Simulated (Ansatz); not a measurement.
Pair distribution function (total) of Pd (fcc), cell Pd32, started from the crystal [in the run: it stayed crystalline; mean temperature 1727 K (target 1680 K); density 10.60 g/cm³, volume +13 % from the start crystal's; mean pressure 0.6 GPa against a target of 0; 2×2×2 k-points, which a denser mesh shifts by 0.0 GPa in pressure and 0.02 eV/Å in forces], from MD at 1727 K. Calculation: PBE (plane waves, PAW; Ansatz, a first-principles code). Volume per atom 16.67 Å³, mean pressure 0.6 GPa. 

```
r (Å) | g(r)
     1.78 |  0.00
     1.82 |  0.00
     1.86 |  0.00
     1.90 |  0.00
     1.94 |  0.00
     1.98 |  0.00
     2.02 |  0.00
     2.06 |  0.00
     2.10 |  0.00
     2.14 |  0.00
     2.18 |  0.00
     2.22 |  0.00
     2.26 |  0.02
     2.30 |  0.05
     2.34 | # 0.13
     2.38 | ## 0.24
     2.42 | #### 0.48
     2.46 | ####### 0.77
     2.50 | ########### 1.17
     2.54 | ############### 1.64
     2.58 | #################### 2.16
     2.62 | ####################### 2.56
     2.66 | ########################### 2.99
     2.70 | ############################# 3.17
     2.74 | ############################## 3.26
     2.78 | ############################## 3.32
     2.82 | ############################ 3.10
     2.86 | ############################ 3.08
     2.90 | ######################### 2.81
     2.94 | ####################### 2.55
     2.98 | ##################### 2.29
     3.02 | ################## 2.01
     3.06 | ################# 1.90
     3.10 | ############## 1.60
     3.14 | ############ 1.33
     3.18 | ########### 1.23
     3.22 | ######### 0.95
     3.26 | ######## 0.84
     3.30 | ###### 0.71
     3.34 | ##### 0.55
     3.38 | ##### 0.51
     3.42 | #### 0.41
     3.46 | ### 0.38
     3.50 | ### 0.37
     3.54 | ### 0.30
     3.58 | ### 0.33
     3.62 | ### 0.35
     3.66 | ### 0.34
     3.70 | #### 0.41
     3.74 | #### 0.44
     3.78 | #### 0.46
     3.82 | ##### 0.51
     3.86 | ##### 0.53
     3.90 | ##### 0.55
     3.94 | ##### 0.58
     3.98 | ###### 0.61
     4.02 | ###### 0.66
```

State where the first shell ends and the number of neighbours in it.

first minimum near 3.6 Å (g down to about 0.30); 12.3 neighbours in the shell, from n = 4πρ∫r²g(r)dr.
